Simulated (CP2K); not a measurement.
A self-consistent single point of CoBiO3 (P4mm, 5 atoms in the cell) with CP2K.

Level of theory: CP2K with LDA (Pade form), GPW, DZVP-MOLOPT-PBE-GTH basis, GTH-PBE potentials (POTENTIAL_UZH).

```
CELL_PARAMETERS angstrom
      3.71587     0.00000     0.00000
      0.00000     3.71587     0.00000
      0.00000     0.00000     4.01158
ATOMIC_POSITIONS crystal
  Co 0.50000 0.50000 0.62281
  Bi 0.00000 0.00000 0.05096
  O  0.50000 0.00000 0.69608
  O  0.00000 0.50000 0.69608
  O  0.50000 0.50000 0.16257
```

Reference input (self-consistent single point, DFT PBEsol, GPW, DZVP-MOLOPT-PBE-GTH basis, GTH-PBE potentials (POTENTIAL_UZH)): CUTOFF = 650 Ry; REL_CUTOFF = 50 Ry; SMEAR/METHOD = FERMI_DIRAC; ELECTRONIC_TEMPERATURE = 1160.45 K; KPOINTS/SCHEME = MONKHORST-PACK 9 9 9; XC_FUNCTIONAL = PBE:PBESOL; Co/BASIS_SET = DZVP-MOLOPT-PBE-GTH-q17; Co/POTENTIAL = GTH-PBE-q17; Bi/BASIS_SET = DZVP-MOLOPT-PBE-GTH-q5; Bi/POTENTIAL = GTH-PBE-q5; O/BASIS_SET = DZVP-MOLOPT-PBE-GTH-q6; O/POTENTIAL = GTH-PBE-q6. This run's input differs from it in these lines:

```diff
@@ -42,6 +42,3 @@
     &XC
-      &XC_FUNCTIONAL
-        &PBE
-          PARAMETRIZATION PBESOL
-        &END PBE
+      &XC_FUNCTIONAL PADE
       &END XC_FUNCTIONAL
```

Output, abridged:

```
 SCF WAVEFUNCTION OPTIMIZATION

  Step     Update method      Time    Convergence         Total energy    Change
     1 NoMix/Diag. 0.30E+00      -     1.28670132      -198.9481699039 -1.99E+02
     2 Broy./Diag. 0.30E+00      -     0.65543002      -196.6177297523  2.33E+00
     3 Broy./Diag. 0.30E+00      -     0.47952373      -195.7637212237  8.54E-01
     4 Broy./Diag. 0.30E+00      -     0.13501238      -199.6107957405 -3.85E+00
     5 Broy./Diag. 0.30E+00      -     0.06151959      -198.8179338105  7.93E-01
     6 Broy./Diag. 0.30E+00      -     0.01160034      -198.3127568036  5.05E-01
   [... 5 lines left out ...]
    12 Broy./Diag. 0.30E+00      -     0.00003040      -198.4762711525 -3.04E-04
    13 Broy./Diag. 0.30E+00      -     0.00000479      -198.4763451030 -7.40E-05
    14 Broy./Diag. 0.30E+00      -     0.00000226      -198.4763262910  1.88E-05
    15 Broy./Diag. 0.30E+00      -     0.00000015      -198.4763365818 -1.03E-05
  *** SCF run converged in    15 steps ***

  Overlap energy of the core charge distribution:               0.00000000073692
  Self energy of the core charge distribution:               -366.38248457173893
  Core Hamiltonian energy:                                    101.98105597304891
  Hartree energy:                                              92.36638925810270
  Exchange-correlation energy:                                -26.43761139679176
  Electronic entropic energy:                                  -0.00368584521041
  Fermi energy:                                                 0.32025438028030

  Total energy:                                              -198.47633658179018
  Total energy (extrapolated to T->0):                       -198.47449365918499

   [... lines left out ...]

 STRESS| Analytical stress tensor [bar]
 STRESS|                        x                   y                   z
 STRESS|      x        2.62204648145E+04   1.31881397680E-02  -4.04160549063E-03
 STRESS|      y        1.31881397680E-02   2.62205447293E+04  -4.03840577795E-03
 STRESS|      z       -4.04160549063E-03  -4.03840577795E-03   3.39026285047E+04
 STRESS| 1/3 Trace                                             2.87812126828E+04
```

The run converged in 15 iterations. Against the reference run the pressure goes from 6.26 to 2.88 GPa and the largest force moves little (0.892 to 0.897 eV/Å).

The starting cell comes from a database of computed structures (which also holds hypothetical and non-ambient phases and stackings), without a prior relaxation at this level. Its lattice was rescaled by a random factor within 2.5 % of one. Spin polarisation is off, so a magnetic state, if there is one, cannot be reached. Values carry the incompleteness of an atom-centred basis. The potentials were made for another functional than the one used.

Cost on one core of a shared machine: roughly 50 s.
